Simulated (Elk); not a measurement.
## Elk run on YbAl3 (Pm-3m, 4 atoms in the cell): self-consistent single point

Level of theory: LDA (PW92), all-electron FP-LAPW, Elk's shipped species files, APW+lo basis with extra local orbitals run with Elk.

Input:

```
tasks
  0

xctype
  3

rgkmax
  7.5

gmaxvr
  14.0

nxlo
  2

lorbcnd
  .true.

lmaxi
  2

stype
  0

swidth
  0.00499791

scale
  1.889726125

avec
    4.2921000000    0.0000000000    0.0000000000
    0.0000000000    4.2921000000    0.0000000000
    0.0000000000    0.0000000000    4.2921000000

sppath
  './'

atoms
  2   : nspecies
  'Yb.in'   : spfname
  1   : natoms; atposl, bfcmt below
  0.0000000000  0.0000000000  0.0000000000    0.0 0.0 0.0
  'Al.in'   : spfname
  3   : natoms; atposl, bfcmt below
  0.0000000000  0.5000000000  0.5000000000    0.0 0.0 0.0
  0.5000000000  0.0000000000  0.5000000000    0.0 0.0 0.0
  0.5000000000  0.5000000000  0.0000000000    0.0 0.0 0.0

ngridk
  6 6 6
```

Output, abridged:

```
│ Elk code version 10.2.4 │

All units are atomic (Hartree, Bohr, etc.)

│ Ground-state run starting from atomic densities │

Lattice vectors :
   8.110893501       0.000000000       0.000000000
   0.000000000       8.110893501       0.000000000
   0.000000000       0.000000000       8.110893501

Unit cell volume      :    533.5880528
Brillouin zone volume :   0.4648721278

Muffin-tin inner radius fraction :   0.1000000000E-01

Nuclei treated as point charges

Species :    1 (Yb)
 parameters loaded from : Yb.in
 name : ytterbium
 nuclear charge    :   -70.00000000
 electronic charge :    70.00000000
 atomic mass :    315432.6234
 muffin-tin radius :    2.800000000
 number of radial points in muffin-tin :    697
 atomic positions (lattice), magnetic fields (Cartesian) :
   1 :   0.00000000  0.00000000  0.00000000    0.00000000  0.00000000  0.00000000

Species :    2 (Al)
 parameters loaded from : Al.in
 name : aluminium
 nuclear charge    :   -13.00000000
 electronic charge :    13.00000000
 atomic mass :    49184.33492
 muffin-tin radius :    2.200000000
 number of radial points in muffin-tin :    397
 atomic positions (lattice), magnetic fields (Cartesian) :
   1 :   0.00000000  0.50000000  0.50000000    0.00000000  0.00000000  0.00000000
   2 :   0.50000000  0.00000000  0.50000000    0.00000000  0.00000000  0.00000000
   3 :   0.50000000  0.50000000  0.00000000    0.00000000  0.00000000  0.00000000

Total number of atoms per unit cell :    4

Spin treatment :
 spin-unpolarised

Number of Bravais lattice symmetries :   48
Number of crystal symmetries         :   48
Crystal has inversion symmetry
Real symmetric eigensolver will be used

k-point grid :      6     6     6
k-point offset :    0.000000000       0.000000000       0.000000000
k-point set is reduced with full crystal symmetry group
Total number of k-points :       20

Muffin-tin radius times maximum |G+k| :    7.500000000
 using average radius
   [... lines left out ...]
 potential will be trimmed for |G| > 2 gkmax
Constant for pseudocharge density :   10
Radial integration step length :    4

G-vector grid sizes :     40    40    40
Number of G-vectors :    24837

Maximum angular momentum used for
 APW functions                      :    8
 outer part of muffin-tin           :    6
 inner part of muffin-tin           :    2

Total nuclear charge    :   -109.0000000
Total core charge       :    58.00000000
Total valence charge    :    51.00000000
Total excess charge     :    0.000000000
Total electronic charge :    109.0000000

Effective Wigner radius, rₛ :    1.053328083

Number of empty states         :   16
Total number of valence states :   42
Total number of core states    :   58

Conduction state local-orbitals added automatically
Total number of local-orbitals :  300

Exchange-correlation functional :      3     0     0
 Perdew-Wang/Ceperley-Alder, Phys. Rev. B 45, 13244 (1992)
 gradient requirement :    0
 local density approximation (LDA)

Smearing type :    0
 Gaussian
Smearing width :   0.4997910000E-02
Effective electronic temperature (K) :    1578.215154

Mixing type :    3
 Broyden mixing, J. Phys. A: Math. Gen. 17, L317 (1984)

Kohn-Sham potential initialised from atomic data
│ Self-consistent loop started │
│ Loop number : 1 │
 total energy                :     -14395.7345054
│ Loop number : 2 │
 total energy                :     -14564.2545371
RMS change in Kohn-Sham potential (target) :    1.668130354     (  0.1000000000E-05)
Absolute change in total energy (target)   :    168.5200317     (  0.1000000000E-03)
│ Loop number : 3 │
 total energy                :     -14742.2225493
RMS change in Kohn-Sham potential (target) :   0.3689040991     (  0.1000000000E-05)
Absolute change in total energy (target)   :    220.0980202     (  0.1000000000E-03)
│ Loop number : 4 │
 total energy                :     -14809.5822691
RMS change in Kohn-Sham potential (target) :   0.1127468444     (  0.1000000000E-05)
Absolute change in total energy (target)   :    122.3842249     (  0.1000000000E-03)
│ Loop number : 5 │
 total energy                :     -14817.5811077
RMS change in Kohn-Sham potential (target) :   0.1690454469     (  0.1000000000E-05)
Absolute change in total energy (target)   :    38.59489480     (  0.1000000000E-03)
   [... lines left out ...]
Absolute change in total energy (target)   :   0.2784064737E-01 (  0.1000000000E-03)
│ Loop number : 15 │
 total energy                :     -14793.1092390
RMS change in Kohn-Sham potential (target) :   0.1087739625E-04 (  0.1000000000E-05)
Absolute change in total energy (target)   :   0.1017628860E-01 (  0.1000000000E-03)
│ Loop number : 16 │
 total energy                :     -14793.1088016
RMS change in Kohn-Sham potential (target) :   0.8589773477E-05 (  0.1000000000E-05)
Absolute change in total energy (target)   :   0.2106715792E-02 (  0.1000000000E-03)
│ Loop number : 17 │
 total energy                :     -14793.1072875
RMS change in Kohn-Sham potential (target) :   0.1746597691E-05 (  0.1000000000E-05)
Absolute change in total energy (target)   :   0.9874114967E-03 (  0.1000000000E-03)
│ Loop number : 18 │
 total energy                :     -14793.1075294
RMS change in Kohn-Sham potential (target) :   0.8834190835E-07 (  0.1000000000E-05)
Absolute change in total energy (target)   :   0.4988844012E-05 (  0.1000000000E-03)
Convergence targets achieved

│ Loop number : 19 │

Energies :
 Fermi                       :     0.230817134806
 sum of eigenvalues          :     -8989.71867463
 electron kinetic            :      16351.0393747
 core electron kinetic       :      15718.3383570
 Coulomb                     :     -30805.1688278
 Coulomb potential           :     -24891.2061578
 nuclear-nuclear             :     -1007.62936567
 electron-nuclear            :     -34703.8727665
 Hartree                     :      4906.33330435
 Madelung                    :     -18359.5657489
 xc potential                :     -449.551891473
 exchange                    :     -328.846688943
 correlation                 :     -10.1313599604
 total energy                :     -14793.1075021

Density of states at Fermi energy :    53.74160554
 (states/Hartree/unit cell)

Estimated indirect band gap :   0.5962384615E-02
 from k-point      2 to k-point     10
Estimated direct band gap   :   0.1889570860E-01
 at k-point     10

Charges :
 core                        :    58.00000000
 valence                     :    51.00000000
 interstitial                :    6.885246567
 muffin-tins (core leakage)
  species :    1 (Yb)
   atom    1                 :    68.59546510     (  0.1102538441E-05)
  species :    2 (Al)
   atom    1                 :    11.17309611     (  0.4935811293E-03)
   atom    2                 :    11.17309611     (  0.4935811293E-03)
   atom    3                 :    11.17309611     (  0.4935811293E-03)
 total in muffin-tins        :    102.1147534
 total calculated charge     :    108.9681729
 total charge                :    109.0000000
 error                       :   0.3182714299E-01

│ Self-consistent loop stopped │
```

The run converged in 19 iterations. The count includes the last loop, which Elk runs after its targets are met.

The starting cell comes from a database of computed structures (which also holds hypothetical and non-ambient phases and stackings), without a prior relaxation at this level. Spin-orbit coupling is off. Spin polarisation is off. Values depend on the basis (sphere radii, cutoffs, local orbitals), which need not be converged. The log's line on a gap gives a spacing of levels on this mesh, which the program prints for metals too.

Cost on one core of a shared machine: roughly 50 s.
